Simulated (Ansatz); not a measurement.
Electronic density of states of amorphous Ti₂₀O₄₃Lu₂, density 3.98 g/cm³, on a 2×2×2 Γ-centred mesh with a Gaussian width of 0.1 eV; energies count from the Fermi level, whose place inside the gap is arbitrary. Cell and mesh are small, so fine structure isn't converged. Computed with PBE, scalar-relativistic without spin-orbit coupling (plane waves to 420 eV, PAW; Ansatz, a quantum-chemistry and plane-wave program). Sampling: a 2×2×2 Γ-centred mesh; Fermi-Dirac width 0.02 eV; no spin polarisation. At PBE the levels at the empty edge of the gap are localised (band-tail or defect states).

It comes from a melt-quench run on a machine-learned potential (CHGNet), relaxed afterwards by DFT. O atoms were pushed apart under 1.9 Å during the dynamics, to hinder bonds among them. The hot cell started wider than the set density and was brought back towards it in steps. It is the lowest in DFT energy of 2 quenches. It is a model cell: composition and starting density were chosen by hand, and all elements were melted together. No dispersion term was used. Its density started from a set value of 4.11 and ended at 3.98 g/cm³. Cooling (nominally 360 K/ps over its main leg) ran many orders faster than in experiment, which tends to leave more defects and strain. A cell of this size samples the disorder only roughly. Volume and shape were free in the relaxation.

```csv
E - EF (eV),states/(eV atom)
-12.00,0.00
-11.90,0.00
-11.80,0.00
-11.70,0.00
-11.60,0.00
-11.50,0.00
-11.40,0.00
-11.30,0.00
-11.20,0.00
-11.10,0.00
-11.00,0.00
-10.90,0.00
-10.80,0.00
-10.70,0.00
-10.60,0.00
-10.50,0.00
-10.40,0.00
-10.30,0.00
-10.20,0.00
-10.10,0.00
-10.00,0.00
-9.90,0.00
-9.80,0.00
-9.70,0.00
-9.60,0.00
-9.50,0.00
-9.40,0.00
-9.30,0.00
-9.20,0.00
-9.10,0.00
-9.00,0.00
-8.90,0.00
-8.80,0.00
-8.70,0.00
-8.60,0.00
-8.50,0.00
-8.40,0.00
-8.30,0.00
-8.20,0.00
-8.10,0.00
-8.00,0.00
-7.90,0.00
-7.80,0.00
-7.70,0.00
-7.60,0.00
-7.50,0.00
-7.40,0.00
-7.30,0.00
-7.20,0.00
-7.10,0.00
-7.00,0.00
-6.90,0.00
-6.80,0.00
-6.70,0.00
-6.60,0.00
-6.50,0.00
-6.40,0.00
-6.30,0.00
-6.20,0.00
-6.10,0.00
-6.00,0.05
-5.90,0.19
-5.80,0.35
-5.70,0.56
-5.60,0.66
-5.50,0.75
-5.40,0.85
-5.30,0.97
-5.20,1.06
-5.10,1.11
-5.00,1.12
-4.90,1.15
-4.80,1.13
-4.70,1.09
-4.60,1.07
-4.50,1.06
-4.40,1.06
-4.30,1.05
-4.20,1.00
-4.10,1.03
-4.00,1.07
-3.90,1.16
-3.80,1.35
-3.70,1.56
-3.60,1.52
-3.50,1.32
-3.40,1.14
-3.30,1.05
-3.20,0.97
-3.10,0.91
-3.00,0.94
-2.90,0.91
-2.80,0.93
-2.70,0.99
-2.60,0.98
-2.50,0.98
-2.40,1.00
-2.30,0.94
-2.20,0.98
-2.10,0.95
-2.00,0.89
-1.90,0.83
-1.80,0.77
-1.70,0.73
-1.60,0.68
-1.50,0.56
-1.40,0.39
-1.30,0.15
-1.20,0.02
-1.10,0.00
-1.00,0.00
-0.90,0.00
-0.80,0.00
-0.70,0.00
-0.60,0.00
-0.50,0.00
-0.40,0.00
-0.30,0.00
-0.20,0.00
-0.10,0.00
0.00,0.00
0.10,0.00
0.20,0.00
0.30,0.00
0.40,0.00
0.50,0.00
0.60,0.00
0.70,0.00
0.80,0.00
0.90,0.00
1.00,0.00
1.10,0.00
1.20,0.02
1.30,0.17
1.40,0.48
1.50,0.64
1.60,0.71
1.70,0.81
1.80,0.88
1.90,0.92
2.00,0.88
2.10,0.82
2.20,0.96
2.30,0.97
2.40,0.89
2.50,0.89
2.60,0.83
2.70,0.71
```

The level gap on this mesh is 2.68 eV; the broadening fills part of it in the curve.
